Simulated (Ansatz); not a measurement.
Cost and result by functional for the surface energy of the (101) surface of beta Ga2O3 in its 1x1 cell (cut with top plane Ga, bottom plane Ga), outermost plane spacing 0.42 Å in the ideal cut (in the relaxation 6 Ga–Ga, 4 Ga–O bonds formed; 2 Ga–O bonds broke; O ended outermost), in Ansatz (plane waves, PAW). Single points on the PBE structure, on one kind of machine; costs are rough ratios of the slab run's core time (references not counted) to the cheapest single point. r2SCAN's cost holds its higher cutoff (500 against 420 eV). Differences are taken against r2SCAN for comparison alone: no measured value is at hand, so the table doesn't rank accuracy.

Model: 50-atom slab, Ga20O30, 11.6 Å thick at the start, 8x2x1 mesh, Fermi-Dirac 0.025 eV, dipole correction, all atoms relaxed; symmetry of the start imposed; no spin (no spin-polarised run to compare, though such a face may carry moments), no spin-orbit, no U. Its gap by band count is narrow, 0.11 eV on this mesh, and the smearing reaches across it. These notes are the PBE run's.

| functional | relative cost | surface energy (J/m²) | less r2SCAN (J/m²) |
|---|---|---|---|
| RPBE | 1 | 1.42 | -0.49 |
| LDA | 1 | 1.88 | -0.03 |
| PBEsol | 1 | 1.69 | -0.22 |
| r2SCAN | 2 | 1.91 | 0.00 |
| PBE (the relaxed run's value) | – | 1.59 | -0.32 |

The values span 0.49 J/m², while the single points' costs differ by a factor of roughly 2. Differences are of unrounded values.

Ansatz is a quantum-chemistry and plane-wave program.
